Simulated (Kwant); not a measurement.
Kwant, Hückel tight-binding model, one pz orbital an atom, one spin, coherent transport at 0 K. Conductance is in e²/h.

Model system: π system c1ccc2c(c1)ccc1ccccc12 between two chain leads. The π system is taken as planar. Atoms are numbered from 0 in the order of the SMILES. Site energies (eV, carbon 0): [0.0, 0.0, 0.0, 0.0, 0.0, 0.0, 0.0, 0.0, 0.0, 0.0, 0.0, 0.0, 0.0, 0.0]. Bonds (i, j, β in eV): (0,1,-2.4) (1,2,-2.4) (2,3,-2.4) (3,4,-2.4) (4,5,-2.4) (4,6,-2.4) (6,7,-2.4) (7,8,-2.4) (8,9,-2.4) (9,10,-2.4) (10,11,-2.4) (11,12,-2.4) (12,13,-2.4) (5,0,-2.4) (13,8,-2.4) (13,3,-2.4). Leads: chains of hopping −3.6 eV, joined by −1.2 eV to atoms 0 and 7.

Site energies and bond integrals are typed Hückel values.

Sweep values stay those of the base run.

One input was changed, with this effect: transmission at E = 0 < 1e-12 → 0.018.

Task: Which change was it?
A. contacts moved from atoms [0, 7] to [2, 12]
B. contacts moved from atoms [0, 7] to [0, 12]
C. contacts moved from atoms [0, 7] to [5, 7]
D. contacts moved from atoms [0, 7] to [0, 9]
E. contacts moved from atoms [0, 7] to [2, 5]
F. contacts moved from atoms [0, 7] to [1, 2]

Result: C, contacts moved from atoms [0, 7] to [5, 7]
